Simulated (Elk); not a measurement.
```
CELL_PARAMETERS angstrom
      3.89388     0.00000     0.00000
      0.00000     3.89388     0.00000
      0.00000     0.00000     3.89388
ATOMIC_POSITIONS crystal
  Co 0.00000 0.00000 0.00000
  Pd 0.00000 0.50000 0.50000
  Pd 0.50000 0.00000 0.50000
  Pd 0.50000 0.50000 0.00000
```
Moments meant for the start (each program seeds them in its own way; μB, in the order of the atoms Co Pd Pd Pd): 3.0 1.0 1.0 1.0.

Method: LDA (PW92), all-electron FP-LAPW, Elk's shipped species files, default APW+lo basis (Elk 10.2.4).

The set-up and first iterations of an Elk log for CoPd₃ (Pm-3m, 4 atoms in the cell):

```
│ Elk code version 10.2.4 │

All units are atomic (Hartree, Bohr, etc.)

│ Ground-state run starting from atomic densities │

Lattice vectors :
   7.358364872       0.000000000       0.000000000
   0.000000000       7.358364872       0.000000000
   0.000000000       0.000000000       7.358364872

Unit cell volume      :    398.4225924
Brillouin zone volume :   0.6225806924

Muffin-tin inner radius fraction :   0.1000000000E-01

Nuclei treated as point charges

Species :    1 (Co)
 parameters loaded from : Co.in
 name : cobalt
 nuclear charge    :   -27.00000000
 electronic charge :    27.00000000
 atomic mass :    107428.6517
 muffin-tin radius :    2.256000000
 number of radial points in muffin-tin :    497
 atomic positions (lattice), magnetic fields (Cartesian) :
   1 :   0.00000000  0.00000000  0.00000000    0.00000000  0.00000000 -0.75000000

Species :    2 (Pd)
 parameters loaded from : Pd.in
 name : palladium
   [... lines left out ...]

Muffin-tin radius times maximum |G+k| :    7.000000000
 using average radius
Maximum |G+k| for APW functions       :    2.920317063
Maximum (1/2)|G+k|²                   :    4.264125874
Maximum |G| for potential and density :    12.00000000
 potential will be trimmed for |G| > 2 gkmax
Constant for pseudocharge density :    7
Radial integration step length :    4

G-vector grid sizes :     30    30    30
Number of G-vectors :    11633

Maximum angular momentum used for
 APW functions                      :    8
 outer part of muffin-tin           :    6
 inner part of muffin-tin           :    1

Total nuclear charge    :   -165.0000000
Total core charge       :    96.00000000
Total valence charge    :    69.00000000
Total excess charge     :    0.000000000
Total electronic charge :    165.0000000

Effective Wigner radius, rₛ :   0.8322563826

Number of empty states         :   16
Total number of valence states :  102
Total number of core states    :   96

Total number of local-orbitals :   71

Exchange-correlation functional :      3     0     0
 Perdew-Wang/Ceperley-Alder, Phys. Rev. B 45, 13244 (1992)
 gradient requirement :    0
 local density approximation (LDA)

Smearing type :    3
 Fermi-Dirac
Smearing width :   0.3674930000E-02
Effective electronic temperature (K) :    1160.451112

Mixing type :    3
 Broyden mixing, J. Phys. A: Math. Gen. 17, L317 (1984)

Kohn-Sham potential initialised from atomic data
│ Self-consistent loop started │
│ Loop number : 1 │
 total energy                :     -16469.9662044
 total moment                :    4.884402150
│ Loop number : 2 │
 total energy                :     -16471.9286224
 total moment                :    4.855441172
RMS change in Kohn-Sham potential (target) :    1.224461086     (  0.1000000000E-05)
Absolute change in total energy (target)   :    1.962418029     (  0.1000000000E-03)
│ Loop number : 3 │
 total energy                :     -16482.6276569
 total moment                :    4.666868842
RMS change in Kohn-Sham potential (target) :    1.004665675     (  0.1000000000E-05)
Absolute change in total energy (target)   :    11.18963895     (  0.1000000000E-03)
│ Loop number : 4 │
 total energy                :     -16490.1977566
 total moment                :    4.408903816
RMS change in Kohn-Sham potential (target) :   0.8196438189     (  0.1000000000E-05)
Absolute change in total energy (target)   :    10.36750944     (  0.1000000000E-03)
│ Loop number : 5 │
 total energy                :     -16503.7038103
 total moment                :    3.636019141
RMS change in Kohn-Sham potential (target) :   0.3916409311     (  0.1000000000E-05)
Absolute change in total energy (target)   :    16.09793112     (  0.1000000000E-03)
│ Loop number : 6 │
 total energy                :     -16512.0796903
 total moment                :    3.176729140
RMS change in Kohn-Sham potential (target) :   0.2947138426     (  0.1000000000E-05)
   [... lines left out ...]
```

Q: How does the run end?

A: The run converged in 31 iterations. Its thresholds were met; that alone does not show that basis and mesh suffice. It ends on: free energy E − TS -449480.5903 eV; Fermi level (on the code's own zero) 7.35 eV; size of the cell's spin moment 2.96 μB; site moments (μB, in the program's spheres or projections) Co 2.03, Pd 0.31, Pd 0.31, Pd 0.31. The log goes on:

```
│ Loop number : 21 │
 total energy                :     -16518.1073908
 total moment                :    2.962353442
   [... lines left out ...]
Absolute change in total energy (target)   :   0.5711827907E-04 (  0.1000000000E-03)
│ Loop number : 29 │
 total energy                :     -16518.1070066
 total moment                :    2.957684733
RMS change in Kohn-Sham potential (target) :   0.1006829821E-05 (  0.1000000000E-05)
Absolute change in total energy (target)   :   0.3337518865E-04 (  0.1000000000E-03)
│ Loop number : 30 │
 total energy                :     -16518.1070242
 total moment                :    2.957697852
RMS change in Kohn-Sham potential (target) :   0.6204813009E-06 (  0.1000000000E-05)
Absolute change in total energy (target)   :   0.2595485057E-04 (  0.1000000000E-03)
Convergence targets achieved

│ Loop number : 31 │

Energies :
 Fermi                       :     0.270131564454
 xc effective B-field        :    -0.808408956395E-01
 external B-field            :      0.00000000000
 total energy                :     -16518.1070239
 (external B-field energy excluded from total)

Density of states at Fermi energy :    190.4506022
 (states/Hartree/unit cell)

Estimated indirect band gap :   0.3009294729E-03
 from k-point     35 to k-point     29
Estimated direct band gap   :   0.1106608671E-02
 at k-point     29

Charges :
 core                        :    96.00000000
 valence                     :    69.00000000
 interstitial                :    5.344161950
 muffin-tins (core leakage)
  species :    1 (Co)
   atom    1                 :    25.61151754     (  0.1009591786E-02)
  species :    2 (Pd)
   atom    1                 :    44.68144017     (  0.1723903509E-07)
   [... lines left out ...]
 total charge                :    165.0000000
 error                       :   0.2494707443E-01

Moments :
 interstitial                :  -0.2088771156E-01
 muffin-tins
  species :    1 (Co)
   atom    1                 :    2.034160372
  species :    2 (Pd)
   atom    1                 :   0.3147609963
   atom    2                 :   0.3147609963
   atom    3                 :   0.3147609963
 total in muffin-tins        :    2.978443361
 total moment                :    2.957555650

│ Self-consistent loop stopped │
```

For comparison: a first run (DFT, PBEsol, all-electron FP-LAPW, Elk's shipped species files, default APW+lo basis) was changed to give this one (xctype: 22 → default), and from it to this one the size of the net moment moves little (0.76 to 0.74 μB/atom).

The starting cell comes from a database of computed structures (which also holds hypothetical and non-ambient phases and stackings), without a prior relaxation at this level. Its lattice was rescaled by a random factor within 2.5 % of one. The magnetic order is the one reached from the typed start; others were not searched systematically. Values depend on the basis (sphere radii, cutoffs, local orbitals), which need not be converged. The log's line on a gap gives a spacing of levels on this mesh, which the program prints for metals too.

The run was DFT, LDA (PW92), all-electron FP-LAPW, Elk's shipped species files, default APW+lo basis. Main settings of its input:

| key | value |
|---|---|
| spinpol | true |
| swidth | 0.00367493 Ha |
| ngridk | 9 9 9 |
| reducebf | 0.8 |
| rmtscf | 0.94 |
| maxscl | 100 |
| bfcmt | [[0.0, 0.0, -0.75], [0.0, 0.0, -0.25], [0.0, 0.0, -0.25], [0.0, 0.0, -0.25]] |
